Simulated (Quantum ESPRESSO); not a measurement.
Worked example: self-consistent single point of ZrGeSe (P4/nmm, 6 atoms in the cell) in Quantum ESPRESSO.

Method: PBEsol, PSlibrary PAW (PBE) pseudopotentials (plane waves; Quantum ESPRESSO).

```xyz
6
Lattice="3.6308 0.0000 0.0000 0.0000 3.6308 0.0000 0.0000 0.0000 8.1695" Properties=species:S:1:pos:R:3 pbc="T T T"
Zr     0.0000     1.8154     6.0373
Zr     1.8154     0.0000     2.1322
Ge     0.0000     0.0000     0.0000
Ge     1.8154     1.8154     0.0000
Se     1.8154     0.0000     5.0851
Se     0.0000     1.8154     3.0844
```

Reference input (self-consistent single point, DFT, LDA (PZ), plane waves, PSlibrary PAW (LDA) pseudopotentials): ecutwfc = 55 Ry; ecutrho = 330 Ry; occupations = smearing; smearing = gauss; degauss = 0.0073499 Ry; K_POINTS = automatic 6 6 3 0 0 0; conv_thr = 1e-10 Ry. This run's input differs from it in these lines:

```diff
@@ -19,2 +19,3 @@
  degauss = 0.0073499
+ input_dft = 'pbesol'
 /
@@ -24,5 +25,5 @@
 ATOMIC_SPECIES
-Zr    91.2240  Zr.pz-spn-kjpaw_psl.1.0.0.UPF
-Ge    72.6300  Ge.pz-n-kjpaw_psl.1.0.0.UPF
-Se    78.9710  Se.pz-n-kjpaw_psl.1.0.0.UPF
+Zr    91.2240  Zr.pbe-spn-kjpaw_psl.1.0.0.UPF
+Ge    72.6300  Ge.pbe-n-kjpaw_psl.1.0.0.UPF
+Se    78.9710  Se.pbe-n-kjpaw_psl.1.0.0.UPF
 ATOMIC_POSITIONS {crystal}
```

Log, with long lists cut:

```
     Self-consistent Calculation

     iteration #  1     ecut=    55.00 Ry     beta= 0.70

     Threshold (ethr) on eigenvalues was too large:
     Diagonalizing with lowered threshold

     total energy              =   -1300.92380528 Ry
     estimated scf accuracy    <       0.19022353 Ry

     iteration #  2     ecut=    55.00 Ry     beta= 0.70

     total energy              =   -1300.78880805 Ry
     estimated scf accuracy    <       1.54847014 Ry

     iteration #  3     ecut=    55.00 Ry     beta= 0.70

     total energy              =   -1301.02042533 Ry
     estimated scf accuracy    <       0.00814044 Ry

   [... 7 blocks of this kind left out ...]

     iteration # 11     ecut=    55.00 Ry     beta= 0.70

     total energy              =   -1301.02218001 Ry
     estimated scf accuracy    <          1.4E-09 Ry

     iteration # 12     ecut=    55.00 Ry     beta= 0.70
     End of self-consistent calculation

     the Fermi energy is    12.6933 ev

!    total energy              =   -1301.02218001 Ry
     estimated scf accuracy    <          5.1E-11 Ry
     smearing contrib. (-TS)   =      -0.00056318 Ry
     internal energy E=F+TS    =   -1301.02161683 Ry

     convergence has been achieved in  12 iterations

     Forces acting on atoms (cartesian axes, Ry/au):

     atom    1 type  1   force =     0.00000000    0.00000000   -0.01202262
     atom    2 type  1   force =     0.00000000    0.00000000    0.01202262
     atom    3 type  2   force =     0.00000000    0.00000000    0.00000000
     atom    4 type  2   force =     0.00000000    0.00000000    0.00000000
     atom    5 type  3   force =     0.00000000    0.00000000   -0.00771358
     atom    6 type  3   force =     0.00000000    0.00000000    0.00771358

     Total force =     0.020201     Total SCF correction =     0.000032

          total   stress  (Ry/bohr**3)                   (kbar)     P=       60.43
   0.00042249   0.00000000   0.00000000           62.15        0.00        0.00
   0.00000000   0.00042249   0.00000000            0.00       62.15        0.00
   0.00000000   0.00000000   0.00038732            0.00        0.00       56.98

   JOB DONE.
```

The run converged in 12 iterations. Against the reference run the pressure goes from 3.04 to 6.04 GPa and the largest force goes from 0.270 to 0.309 eV/Å.

The starting cell comes from a database of computed structures (which also holds hypothetical and non-ambient phases and stackings), without a prior relaxation at this level. Its lattice was rescaled by a random factor within 2.5 % of one. With a pressure of about 6 GPa the cell is away from its equilibrium volume at this level.

Cost on one core of a shared machine: roughly 2 min.
